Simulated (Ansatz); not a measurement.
The reference is Sn in the diamond structure (space group Fd-3m, No. 227; relaxed with 0.1 eV smearing).

```xyz
2
Lattice="0.0000 3.2372 3.2372 3.2372 0.0000 3.2372 3.2372 3.2372 0.0000" Properties=species:S:1:pos:R:3 pbc="T T T"
Sn     0.0000     0.0000     0.0000
Sn     1.6186     1.6186     1.6186
```

Cartesian axes are those of the cell as printed.

Computed with DFT with LDA, PAW potentials and a 420 eV plane-wave cutoff in Ansatz (a first-principles code), no SOC.

It is then changed as follows: uniaxial strain ε_zz = +1.50 %, all other strain components held at zero; the atoms relax in the strained cell.

Q: Predict the stress tensor and what it implies for the stiffness.

A: Stress of the strained cell less that of the base (GPa, compression positive):
```
   -0.5     0.0     0.0
    0.0    -0.5     0.0
    0.0     0.0    -1.0
```

Then −Δσ_ii/ε with ε = 0.0150 gives secant stiffness values (nonlinear terms included at this strain): C33 ≈ 65 GPa, C13 ≈ 32 GPa and C23 ≈ 32 GPa.

Whether these cells are dynamically stable was not tested.
